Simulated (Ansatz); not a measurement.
Start from MgO in the rock salt structure (space group Fm-3m, No. 225; a = 4.214 Å). Axes: x, y, z lie along the cube axes.

Method: Ansatz (a quantum-chemistry and plane-wave program) PBEsol, no spin-orbit coupling.

Base values:

* **Shortest interatomic distance**: 2.107 Å

It is then changed as follows: biaxial strain +1.00 %, plane normal [001], relaxed out of plane (Cartesian); in-plane vectors clamped, the third vector and the atoms free.

How does this affect the ratio −ε⊥/ε∥ and shortest interatomic distance?

The ratio −ε⊥/ε∥ is 0.60; the shortest interatomic distance drops by 0.0125 Å to 2.095 Å.

Whether these cells are dynamically stable was not tested.
